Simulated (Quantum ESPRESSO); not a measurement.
# Short convergence ladders for Sr (P-3m1, 2 atoms in the cell)

```
Sr
1.0
    4.28830     0.00000     0.00000
   -2.14415     3.71377     0.00000
    0.00000     0.00000     7.02343
Sr
2
Direct
  0.33333   0.66667   0.25712
  0.66667   0.33333   0.75000
```

Base method: LDA (PZ), GBRV 1.5 ultrasoft (LDA) pseudopotentials (plane waves; Quantum ESPRESSO).

Base settings: ecutwfc = 40 Ry; ecutrho = 200 Ry; occupations = smearing; smearing = gauss; degauss = 0.0073499 Ry; potentials = {Sr: sr_lda_v1.uspp.F.UPF}; K_POINTS = automatic 5 5 2 0 0 0; conv_thr = 1e-09 Ry; mixing_beta = 0.4.

The count of work is k-points × plane waves × bands × iterations; it is no time. Core times come from one kind of shared machine, to one figure; runs under 30 s give none.

**The k-point mesh at a smearing width of 0.3 eV**

In this ladder: degauss = 0.02205 Ry.

Only quantities that move along the ladder and can be compared are tabulated.

```tsv
K_POINTS	free energy less the last step's (meV/atom)	largest difference of a force vector from the last step's (eV/Å)	count of work / last	core time / last (rough)
automatic 3 3 2 0 0 0	89.36	0.016	0.013	–
automatic 4 4 2 0 0 0	-11.33	0.003	0.015	–
automatic 5 5 3 0 0 0	-1.18	0.004	0.028	–
automatic 6 6 3 0 0 0	6.22	0.001	0.036	–
automatic 7 7 4 0 0 0	-1.55	0.000	0.059	–
automatic 8 8 5 0 0 0	-0.14	0.001	0.084	–
automatic 10 10 5 0 0 0	-0.23	0.000	0.12	0.1
automatic 14 14 8 0 0 0	0.00	0.000	0.32	0.3
automatic 21 21 11 0 0 0	0.00	0.000	1.0	1
```

Coarsest K_POINTS that holds the free energy within 2 meV/atom of the last step, with all finer ones: automatic 7 7 4 0 0 0, at 0.059 of the last step's count of work; the step before is off by 6.2 meV/atom.

Coarsest K_POINTS that holds the forces within 0.005 eV/Å of the last step, with all finer ones: automatic 4 4 2 0 0 0, at 0.015 of the last step's count of work; the step before is off by 0.016 eV/Å.

**The width of Methfessel-Paxton smearing**

In this ladder: smearing = mp; K_POINTS = automatic 8 8 4 0 0 0.

Narrow widths need finer meshes than wide ones, so the last steps can hold mesh noise.

Only quantities that move along the ladder and can be compared are tabulated; pressure and forces are left out, as mesh noise rules them at narrow widths.

```tsv
degauss	free energy less the last step's (meV/atom)
0.073499 Ry	-5.26
0.036749 Ry	4.41
0.02205 Ry	2.00
0.0147 Ry	-0.45
0.0073499 Ry	-0.87
0.0036749 Ry	0.00
```

Widest degauss that holds the free energy within 1 meV/atom: not settled: the last two steps still differ by 0.87 meV/atom, over half the tolerance, so the ladder does not show it.

**The number of bands**

The mesh stays at the base's, so the ladder's end is converged at best in this setting alone.

Only quantities that move along the ladder and can be compared are tabulated.

```tsv
nbnd	free energy less the last step's (meV/atom)	pressure (GPa)	largest difference of a force vector from the last step's (eV/Å)	count of work / last
10	12.48	-1.69	0.008	0.63
11	0.01	-1.59	0.000	0.32
12	0.00	-1.59	0.000	0.32
13	0.00	-1.59	0.000	0.34
14	0.00	-1.59	0.000	0.41
16	0.00	-1.59	0.000	0.47
20	0.00	-1.59	0.000	0.53
26	0.00	-1.59	0.000	0.69
42	0.00	-1.59	0.000	1.0
```

Coarsest nbnd that holds the pressure within 0.05 GPa of the last step, with all finer ones: 11, at 0.32 of the last step's count of work; the step before is off by 0.09 GPa.

Coarsest nbnd that holds the forces within 0.005 eV/Å of the last step, with all finer ones: 11, at 0.32 of the last step's count of work; the step before is off by 0.008 eV/Å.

Coarsest nbnd that holds the free energy within 5 meV/atom of the last step, with all finer ones: 11, at 0.32 of the last step's count of work; the step before is off by 12 meV/atom.

On the base run: the starting cell comes from a database of computed structures (which also holds hypothetical and non-ambient phases and stackings), without a prior relaxation at this level. Its lattice was rescaled by up to half a per cent. One atom was moved a little off its site on purpose. Without a gap this mesh is coarse (it stands for a supercell whose shortest vector is 14 Å).

Left out of this page: 2 runs of the series outside the window shown, repeating another row's setting, or not comparable.
